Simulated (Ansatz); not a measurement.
Pressure series in SiO2

The reference is SiO₂ in the rutile structure (space group P4_2/mnm, No. 136).

```xyz
6
Lattice="4.1852 0.0000 0.0000 0.0000 4.1852 0.0000 0.0000 0.0000 2.6688" Properties=species:S:1:pos:R:3 pbc="T T T"
Si     0.0000     0.0000     0.0000
Si     2.0926     2.0926     1.3344
O      1.2811     1.2811     0.0000
O      3.3737     0.8115     1.3344
O      0.8115     3.3737     1.3344
O      2.9041     2.9041     0.0000
```

Cell and atoms are relaxed at each pressure.

Method: r2SCAN (Ansatz, an electronic-structure program; PAW; 500 eV plane waves; spin-orbit coupling left out).

| change | band gap | width of the top valence band | hole mass | volume per atom |
|---|---|---|---|---|
| base | 6.51 eV | 2.71 eV | 1.7 mₑ along c, 1.1 mₑ across (at Γ) | 7.79 Å³ |
| pressure −2 GPa | … | … | 1.8 mₑ along c, 1.1 mₑ across (at Γ) | … |
| pressure −1 GPa | 6.46 eV | 2.70 eV | 1.8 mₑ along c, 1.1 mₑ across (at Γ) | 7.82 Å³ |
| pressure 3 GPa | 6.67 eV | 2.74 eV | 1.7 mₑ along c, 1.1 mₑ across (at Γ) | 7.72 Å³ |
| pressure 7 GPa | 6.87 eV | 2.78 eV | 1.6 mₑ along c, 1.1 mₑ across (at Γ) | 7.62 Å³ |
| pressure 15 GPa | 7.26 eV | 2.85 eV | 1.6 mₑ along c, 1.1 mₑ across (at Γ) | 7.45 Å³ |
| pressure 30 GPa | 7.83 eV | 2.98 eV | 1.4 mₑ along c, 1.1 mₑ across (at Γ) | 7.18 Å³ |
| pressure 50 GPa | 7.91 eV | 3.13 eV | 1.3 mₑ along c, 1.0 mₑ across (at Γ) | 6.89 Å³ |
| pressure 75 GPa | 7.98 eV | 3.30 eV | 1.3 mₑ along c, 1.0 mₑ across (at Γ) | 6.59 Å³ |
| pressure 100 GPa | 8.04 eV | 3.46 eV | 1.2 mₑ along c, 1.0 mₑ across (at Γ) | 6.34 Å³ |

Problem. Fill in the withheld entries from the trend.

Solution. 
- pressure −2 GPa, band gap: 6.41 eV
- pressure −2 GPa, width of the top valence band: 2.68 eV
- pressure −2 GPa, volume per atom: 7.84 Å³

Load acts through the strain it causes; cell and atoms are relaxed under it. Effective masses come from finite differences of ±0.01 Å⁻¹. No phonon test of stability was made. Competing high-pressure phases were not computed.
